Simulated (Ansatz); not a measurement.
# HfN, response to strain

Consider HfN in the rock salt structure (space group Fm-3m, No. 225; relaxed with 0.1 eV smearing).

```yaml
crystal:
  lattice:
    - [0.00000, 2.23415, 2.23415]
    - [2.23415, 0.00000, 2.23415]
    - [2.23415, 2.23415, 0.00000]
  atoms:
    - { symbol: Hf, position: [0.00000, 0.00000, 0.00000] }
    - { symbol: N, position: [0.50000, 0.50000, 0.50000] }
```

Cartesian axes are those of the cell as printed.

Strains are applied to the cell and any free atomic positions relax; under biaxial strain the out-of-plane vector relaxes too.

Calculations: LDA (Ansatz, a first-principles code), spin-orbit coupling left out.

Notes on the quantities. energy relative to the base: free energy F.

| biaxial strain, plane normal [001], relaxed out of plane (%) | energy relative to the base (meV/atom) |
|---|---|
| -3 | 52.9 |
| -2.5 | 36.0 |
| -2 | ? |
| -1.5 | 12.5 |
| -1 | 5.4 |
| -0.5 | 1.3 |
| 0 | 0.0 |

Task: Fit ΔE = Aε² + Bε³ (ε in %) to the rows shown and predict the withheld row.

Result: Least squares on the printed values gives A = 5.20 and B = -0.23 meV/atom (largest residual 0.0 meV/atom); this predicts 22.6 meV/atom, and the run gives 22.6 meV/atom, in agreement.

No phonon test of stability was made. All final runs are without spin polarisation. An odd electron count without spin: HfN.
